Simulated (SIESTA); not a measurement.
A self-consistent single point of Pd (Fm-3m, 1 atom in the cell) with SIESTA.

Method of the run: GGA PBE, numerical atomic orbitals DZP, PseudoDojo PBE standard norm-conserving potentials (rewritten from UPF to PSML) (SIESTA).

```
Pd
1.0
    0.00000     1.95084     1.95084
    1.95084     0.00000     1.95084
    1.95084     1.95084     0.00000
Pd
1
Direct
  0.00000   0.00000   0.00000
```

Reference input (self-consistent single point, DFT, GGA PBE, numerical atomic orbitals DZP, PseudoDojo PBE standard norm-conserving potentials (rewritten from UPF to PSML)): XC.functional = GGA; XC.authors = PBE; potentials = PseudoDojo PBE standard; PAO.BasisSize = DZP; PAO.EnergyShift = 0.005 Ry; MeshCutoff = 350 Ry; kgrid.MonkhorstPack = 7 7 7; OccupationFunction = FD; ElectronicTemperature = 1160.45 K; MaxSCFIterations = 150; SCF.Mixer.Method = Pulay; SCF.Mixer.Weight = 0.25. This run's input differs from it in these lines:

```diff
@@ -31,3 +31,3 @@
 OccupationFunction           FD
-ElectronicTemperature        1160.45 K
+ElectronicTemperature        3481.36 K
```

The program printed (abridged):

```
        iscf     Eharris(eV)        E_KS(eV)     FreeEng(eV)     dDmax    Ef(eV) dHmax(eV)
   scf:    1    -3678.206661    -3686.062986    -3686.387838  0.467775 -6.495853  0.120482
   scf:    2    -3686.062611    -3686.062855    -3686.388330  0.006010 -6.487286  0.041540
   scf:    3    -3686.062338    -3686.062611    -3686.388450  0.004952 -6.488597  0.022410
   scf:    4    -3686.062200    -3686.062408    -3686.388490  0.008599 -6.508442  0.000436
   scf:    5    -3686.062391    -3686.062399    -3686.388490  0.000306 -6.508442  0.000239
   scf:    6    -3686.062409    -3686.062404    -3686.388490  0.000039 -6.508519  0.000206
   scf:    7    -3686.062402    -3686.062403    -3686.388490  0.000011 -6.508496  0.000073
   scf:    8    -3686.062402    -3686.062402    -3686.388490  0.000006 -6.508484  0.000000
SCF Convergence by DM+H criterion
max |DM_out - DM_in|         :     0.0000059393
max |H_out - H_in|      (eV) :     0.0000003224
SCF cycle converged after 8 iterations

Using DM_out to compute the final energy and forces

siesta: E_KS(eV) =            -3686.0624

siesta: E_KS - E_eggbox =     -3686.0624

siesta: Atomic forces (eV/Ang):
     1    0.000000    0.000000    0.000000
   Tot    0.000000    0.000000    0.000000
   Max    0.000000
   Res    0.000000    sqrt( Sum f_i^2 / 3N )
   Max    0.000000    constrained

Stress tensor Voigt[x,y,z,yz,xz,xy] (kbar):      -90.08      -90.08      -90.08       -0.18       -0.18       -0.18
(Free)E + p*V (eV/cell)    -3685.5537
Target enthalpy (eV/cell)    -3686.3885

siesta: Program's energy decomposition (eV):
siesta: FreeEng =     -3686.388490

siesta: Stress tensor (static) (eV/Ang**3):
siesta:    -0.056221   -0.000114   -0.000114
siesta:    -0.000114   -0.056221   -0.000114
siesta:    -0.000114   -0.000114   -0.056221

siesta: Cell volume =         14.848809 Ang**3

siesta: Pressure (static):
siesta:                Solid            Molecule  Units
siesta:           0.00061232          0.00061232  Ry/Bohr**3
siesta:           0.05622085          0.05622085  eV/Ang**3
siesta:          90.07573048         90.07573048  kBar
```

The run converged in 8 iterations. Against the reference run the free energy drops by 175 meV/atom and the pressure goes from 8.11 to 9.01 GPa.

The starting cell has typed, rounded lattice constants, without a prior relaxation at this level. Its lattice was rescaled by up to half a per cent. Spin polarisation is off. Values carry the incompleteness of an atom-centred basis. With a pressure of about 9 GPa the cell is away from its equilibrium volume at this level.
